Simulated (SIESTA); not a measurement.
Band structure of TiAu (Pmma, 4 atoms in the cell).

```
TiAu
1.0
    4.54169     0.00000     0.00000
    0.00000     2.90820     0.00000
    0.00000     0.00000     4.86885
Ti Au
2 2
Direct
  0.25000   0.00000   0.82019
  0.75000   0.00000   0.17981
  0.25000   0.50000   0.32411
  0.75000   0.50000   0.67589
```
Moments meant for the start (each program seeds them in its own way; μB, in the order of the atoms Ti Ti Au Au): 1.0 1.0 0.0 0.0.

Method: GGA PBEsol, numerical atomic orbitals DZP, PseudoDojo PBEsol standard norm-conserving potentials (rewritten from UPF to PSML) (SIESTA).

Settings: XC.functional = GGA; XC.authors = PBEsol; potentials = PseudoDojo PBEsol standard; PAO.BasisSize = DZP; PAO.EnergyShift = 0.01 Ry; MeshCutoff = 350 Ry; kgrid.MonkhorstPack = 5 7 4; OccupationFunction = FD; ElectronicTemperature = 0.05 eV; Spin = polarized; DM.InitSpin = [1 +1.00, 2 +1.00, 3 +0.00, 4 +0.00]; MaxSCFIterations = 150; SCF.Mixer.Method = Pulay; SCF.Mixer.Weight = 0.1.

The starting cell comes from a database of computed structures (which also holds hypothetical and non-ambient phases and stackings), without a prior relaxation at this level. Its lattice was rescaled by a random factor within 2.5 % of one. Spin-orbit coupling is off. The magnetic order is the one reached from the typed start; others were not searched systematically. Values carry the incompleteness of an atom-centred basis.

Levels in eV from the Fermi level, bands 29 to 34 of the first spin channel:
```tsv
point	29	30	31	32	33	34
Γ	-1.43	-0.62	-0.48	-0.32	-0.30	1.51
X	-1.49	-1.24	-0.96	-0.45	-0.19	0.90
S	-1.49	-1.49	-1.04	-1.04	0.12	0.12
Y	-0.93	-0.93	-0.01	-0.01	0.30	0.30
Z	-1.52	-0.84	-0.81	-0.58	-0.53	0.92
U	-1.17	-0.92	-0.38	-0.25	0.25	2.02
R	-0.17	-0.17	-0.11	-0.11	0.42	0.42
T	-2.85	-2.85	-0.99	-0.99	0.52	0.52
```

Bands cross the Fermi level along this path, so the cell is metallic at this level.

Higher empty bands are left out: an atom-centred basis made for the valence describes them poorly.

The net moment of the cell came out as 1.30 μB.
